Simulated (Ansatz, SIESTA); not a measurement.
## MoPd (Cm, 2 atoms in the cell) computed with different codes at matched settings

Self-consistent single point, at a second geometry (atoms moved at random). First geometry:

```xyz
2
Lattice="1.3877 0.8012 4.6448 -1.3877 0.8012 4.6448 0.0000 -1.6023 4.6448" Properties=species:S:1:pos:R:3 pbc="T T T"
Mo     0.0000     0.0000     0.0000
Pd     0.0000     0.0000     6.9672
```

Second geometry:
```
CELL_PARAMETERS angstrom
      1.38767     0.80117     4.64477
     -1.38767     0.80117     4.64477
      0.00000    -1.60234     4.64477
ATOMIC_POSITIONS crystal
  Mo 0.00337 0.00344 0.99269
  Pd 0.49663 0.49656 0.50731
```

Shared settings, as Ansatz (a quantum-chemistry and plane-wave program) writes them: kpoints.mp_grid.grid = 14 14 14; scf.occupations.method = gaussian; scf.occupations.width = 0.0037 Ry. Potentials and cutoffs stand in the table.

| code | model | ΔF from the first geometry (meV/atom) | pressure (GPa) | largest force (eV/Å) | cutoff |
|---|---|---|---|---|---|
| Ansatz | PBEsol, PAW files made with PBE | 0.5 | -10.21 | 0.059 | default |
| SIESTA | GGA PBEsol, numerical atomic orbitals DZP, PseudoDojo PBEsol standard norm-conserving potentials (rewritten from UPF to PSML) | 0.5 | -9.89 | 0.068 | grid 350 Ry |

On Ansatz's run: spin polarisation is off.

The spread over the programs that give each value: ΔF from the first geometry within 0.0 meV/atom; pressure within 0.32 GPa; largest force within 0.009 eV/Å.

SIESTA uses small atom-centred bases, whose incompleteness enters pressures, forces and empty levels differently from a plane-wave cutoff. Ansatz's pressure is given at a fixed set of plane waves, as the other plane-wave codes print theirs.

The starting cell comes from a database of computed structures (which also holds hypothetical and non-ambient phases and stackings), without a prior relaxation at this level. For this run, on top of that: atoms moved at random.

Keys are those of Ansatz 0.2.
